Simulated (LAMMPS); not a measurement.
Molecular dynamics of ZrO2 (fluorite), 324 atoms, at 200 K and 0 GPa, heated as the crystal.

Model: classical MD, Buckingham potential of Woodley, Battle, Gale and Catlow, Phys. Chem. Chem. Phys. 1, 2535 (1999), used with rigid ions (no shells), PPPM sums, short-range terms cut at 10 Å, modified for these runs by an r^-4 repulsive force inside the short-range force's maximum (LAMMPS).

```
angle (°)  probability per degree, O-Zr-O  probability per degree, O-O-Zr  probability per degree, Zr-O-Zr
---------  ------------------------------  ------------------------------  -------------------------------
46.50                              0.0000                          0.0000                           0.0000
49.50                              0.0000                          0.0001                           0.0000
52.50                              0.0000                          0.0466                           0.0000
55.50                              0.0000                          0.1138                           0.0000
58.50                              0.0000                          0.0062                           0.0000
61.50                              0.0000                          0.0000                           0.0000
64.50                              0.0000                          0.0000                           0.0000
67.50                              0.0139                          0.0000                           0.0000
70.50                              0.1132                          0.0000                           0.0000
73.50                              0.0158                          0.0000                           0.0000
76.50                              0.0000                          0.0000                           0.0000
79.50                              0.0000                          0.0000                           0.0000
82.50                              0.0000                          0.0000                           0.0000
85.50                              0.0000                          0.0000                           0.0000
88.50                              0.0000                          0.0000                           0.0000
91.50                              0.0000                          0.0000                           0.0000
94.50                              0.0000                          0.0000                           0.0000
97.50                              0.0000                          0.0000                           0.0000
100.5                              0.0000                          0.0000                           0.0000
103.5                              0.0002                          0.0000                           0.0006
106.5                              0.0233                          0.0000                           0.0586
109.5                              0.0981                          0.0000                           0.2206
112.5                              0.0211                          0.0000                           0.0527
115.5                              0.0001                          0.0000                           0.0008
118.5                              0.0000                          0.0002                           0.0000
121.5                              0.0000                          0.0170                           0.0000
124.5                              0.0000                          0.0943                           0.0000
127.5                              0.0000                          0.0520                           0.0000
130.5                              0.0000                          0.0031                           0.0000
133.5                              0.0000                          0.0000                           0.0000
136.5                              0.0000                          0.0000                           0.0000
139.5                              0.0000                          0.0000                           0.0000
142.5                              0.0000                          0.0000                           0.0000
145.5                              0.0000                          0.0000                           0.0000
148.5                              0.0000                          0.0000                           0.0000
151.5                              0.0000                          0.0000                           0.0000
154.5                              0.0000                          0.0000                           0.0000
157.5                              0.0000                          0.0000                           0.0000
160.5                              0.0000                          0.0000                           0.0000
163.5                              0.0000                          0.0000                           0.0000
166.5                              0.0000                          0.0000                           0.0000
169.5                              0.0000                          0.0000                           0.0000
172.5                              0.0000                          0.0000                           0.0000
175.5                              0.0076                          0.0000                           0.0000
178.5                              0.0400                          0.0000                           0.0000
```

Main features:
- state found: crystal; no diffusion seen in 21 ps
- most common O-O-Zr angle: in the 3° bin centred on 55.5° (mean of all 90°)
- most common Zr-O-Zr angle: in the 3° bin centred on 109.5° (mean of all 109°)

Caution: the potential ionic pair potential woodley1999 is fitted for structure prediction of static crystals. Caution: in nature this polymorph isn't the stable one over the whole range of temperature at this pressure, and short runs keep a crystal in its starting form.
